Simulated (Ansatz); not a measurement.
**ZrPt3, response to strain**

Base system: ZrPt₃ (space group P6_3/mmc, No. 194; a cell from a computed database, its experimental status unchecked).

```
ZrPt3
1.0
    5.65371     0.00000     0.00000
   -2.82685     4.89625     0.00000
    0.00000     0.00000     9.23395
Zr Pt
4 12
Direct
  0.00000   0.00000   0.50000
  0.00000   0.00000   0.00000
  0.33333   0.66667   0.25000
  0.66667   0.33333   0.75000
  0.50000   0.50000   0.50000
  0.00000   0.50000   0.00000
  0.50000   0.00000   0.50000
  0.50000   0.50000   0.00000
  0.00000   0.50000   0.50000
  0.50000   0.00000   0.00000
  0.82982   0.65965   0.25000
  0.17018   0.34035   0.75000
  0.17018   0.82982   0.75000
  0.82982   0.17018   0.25000
  0.34035   0.17018   0.25000
  0.65965   0.82982   0.75000
```

Cartesian axes are those of the cell as printed.

Strains are applied to the cell and any free atomic positions relax.

Level of theory: PBEsol (Ansatz, a first-principles code), without spin-orbit coupling.

Notes on the quantities. energy relative to the base: free energy F; pressure: mean of the normal stresses, compression positive.

```
case                            shortest interatomic distance  energy relative to the base  pressure
------------------------------  -----------------------------  ---------------------------  --------
base                                                  2.767 Å                   0 meV/atom   0.0 GPa
isotropic strain +1.07 %                              2.793 Å                 +12 meV/atom  -7.4 GPa
uniaxial strain ε_yy = −3.25 %                        2.708 Å                 +24 meV/atom   9.2 GPa
tensor shear ε_xy = −1.64 %                                 ?                            ?         ?
```

Q: Some entries are withheld; estimate them.

A: 
- tensor shear ε_xy = −1.64 %, shortest interatomic distance: 2.733 Å
- tensor shear ε_xy = −1.64 %, energy relative to the base: +6.4 meV/atom
- tensor shear ε_xy = −1.64 %, pressure: 0.2 GPa

Without a gap, meshes like the base's 8×8×4 leave anisotropic stresses uncertain by several tenths of a GPa, and small strain energies with them. Whether these cells are dynamically stable was not tested. The final runs are not spin-polarised.
